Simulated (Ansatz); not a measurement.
Consider AgBr in the rock salt structure (space group Fm-3m, No. 225; a = 5.8409 Å).

The values are results of DFT with PBE, PAW potentials and a 420 eV plane-wave cutoff in Ansatz (a first-principles code), without spin-orbit coupling, not measurements.

Before the change:

| Property | Result |
|---|---|
| Valley order | Γ 0.69 eV; X along ⟨100⟩ 1.71 eV |
| Width of the top valence band | 2.16 eV |

The change: every lattice vector is shortened by 3.71 %; the atoms relax in the strained cell.

### Question
Predict the new valley order, width of the top valence band and energy relative to the base.

### Answer
The valley order (the lowest conduction-band minima on the path, energy above the VBM, named in the base's zone) goes from Γ 0.69 eV; X along ⟨100⟩ 1.71 eV to Γ 0.67 eV; X along ⟨100⟩ 1.46 eV; the width of the top valence band rises by 0.29 eV (2.16 eV → 2.45 eV); the energy grows by 44 meV/atom.

The levels and masses belong to the bands next to the band gap. No phonon test of stability was made.
